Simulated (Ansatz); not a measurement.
A zone-centre phonon calculation of In2Ni3S2 (R-3m, 7 atoms in the cell) with Ansatz (a program for electronic structure).

Method of the run: LDA (PW92), default PAW files made with PBE (plane waves; Ansatz).

```
In2Ni3S2
1.0
    2.68884     1.55240     4.49403
   -2.68884     1.55240     4.49403
    0.00000    -3.10480     4.49403
In Ni S
2 3 2
Direct
  0.50000   0.50000   0.50000
  0.00000   0.00000   0.00000
  0.50000   0.00000   0.00000
  0.00000   0.50000   0.00000
  0.00000   0.00000   0.50000
  0.72308   0.72308   0.72308
  0.27692   0.27692   0.27692
```

Reference input (self-consistent single point, DFT, PBEsol, plane waves, default PAW files made with PBE): basis.ecutwfc = 420 eV; kpoints.mp_grid.grid = 5 5 5; hamiltonian.xc = pbesol; hamiltonian.pseudopotentials = {kind: paw} (the program's default PAW files); scf.occupations.method = methfessel_paxton; scf.occupations.width = 0.136 eV. This run's input differs from it in these lines:

Ansatz 0.2 input:
```diff
@@ -19,3 +19,3 @@
 hamiltonian:
-  xc: pbesol
+  xc: lda
   pseudopotentials:
@@ -26,6 +26,6 @@
     width: 0.136
-output:
-  forces: true
-  eigenvalues: true
-  stress: true
+  convergence:
+    dr2_threshold: 1.0e-04 eV
+phonons:
+  method: dfpt
```

Output, abridged:

```
SCF iter   1: F=—  HF=-29976.948951 eV  |F-HF|=—  |Δ(HF+E_count)|=         —  Δρ=1.77e-2  dr2=2.11e-1  ethr=1.77e-3  ⟨swp⟩=7.0  Hψ=13694  notcnv=0  defer=6
all-band conjugate gradients solve this SCF's bands
preconditioner: auto → Kerker (q_TF=auto, 2.638 Å⁻¹)
SCF iter   2: F=—  HF=-29976.910495 eV  |F-HF|=—  |Δ(HF+E_count)|=   3.85e-2  S|Δr|=    0.00e0  Δρ=5.25e-3  dr2=3.29e-2  ethr=2.29e-4  ⟨swp⟩=3.0  Hψ=6440  notcnv=0  defer=18
SCF iter   3: F=—  HF=-29976.902871 eV  |F-HF|=—  |Δ(HF+E_count)|=   7.62e-3  S|Δr|=    0.00e0  Δρ=1.78e-3  dr2=7.58e-3  ethr=3.58e-5  ⟨swp⟩=1.0  Hψ=3427  notcnv=0  defer=18
SCF iter   4: F=—  HF=-29976.900571 eV  |F-HF|=—  |Δ(HF+E_count)|=   2.30e-3  S|Δr|=    0.00e0  Δρ=6.82e-4  dr2=7.83e-4  ethr=8.24e-6  ⟨swp⟩=2.0  Hψ=4240  notcnv=0  defer=18
SCF iter   5: F=—  HF=-29976.900365 eV  |F-HF|=—  |Δ(HF+E_count)|=   2.06e-4  S|Δr|=    0.00e0  Δρ=1.49e-4  dr2=4.47e-5  ethr=8.51e-7  ⟨swp⟩=2.2  Hψ=4812  notcnv=0  defer=18
SCF iter   6: F=-29976.900354 eV  HF=-29976.900356 eV  |F-HF|=2.04e-6  |Δ(HF+E_count)|=   8.61e-6  S|Δr|=    0.00e0  Δρ=5.85e-5  dr2=5.35e-6  ethr=4.86e-8  ⟨swp⟩=14.7  Hψ=33694  notcnv=0
SCF 1 converged in 6 iterations: F = -29976.900354 eV  dr2 = 5.35e-6
DFPT response loops at Γ: preconditioner auto → Kerker (q_TF=auto, 2.638 Å⁻¹) (partly filled bands, converged f_vac=0.000) …
Stability not checked (fill_not_monotonic)
Free energy (F): -29976.900354 eV
Internal energy: -29976.902366 eV  (E = F + TS)
E sigma→0 (E₀):  -29976.900857 eV
Entropy (-TS):   0.002012 eV (0.287 meV/atom)
Fermi energy:    12.458692 eV
   [... lines left out ...]
  ASR residual per site (eV/Å²): 2.64e-2 2.39e-2 3.08e-2 3.08e-2 3.25e-2 1.63e-2 1.63e-2
  Γ frequencies (cm⁻¹): 0.00 0.00 0.00 57.17 78.79 78.79 122.89 122.89 130.83 130.83 131.16 143.71 200.55 200.55 218.48 283.09 283.09 348.09 348.09 382.16 385.38
  non-analytic LO–TO correction: not included (Born effective charges unavailable; polar crystals: no LO–TO splitting at Γ)
```

The run converged in 6 iterations. 

Summary of the result:
Free energy E − TS (on the zero of these files): -29976.9004 eV
Fermi level (on the code's own zero): 12.46 eV
Zone-centre frequencies (cm⁻¹; negative means imaginary): 0, 0, 0, 57, 79, 79, 123, 123, 131, 131, 131, 144, 201, 201, 218, 283, 283, 348, 348, 382, 385

The starting cell comes from a database of computed structures (which also holds hypothetical and non-ambient phases and stackings), without a prior relaxation at this level. Spin polarisation is off, so a magnetic state, if there is one, cannot be reached.

Cost on one core of a shared machine: roughly 7 min.
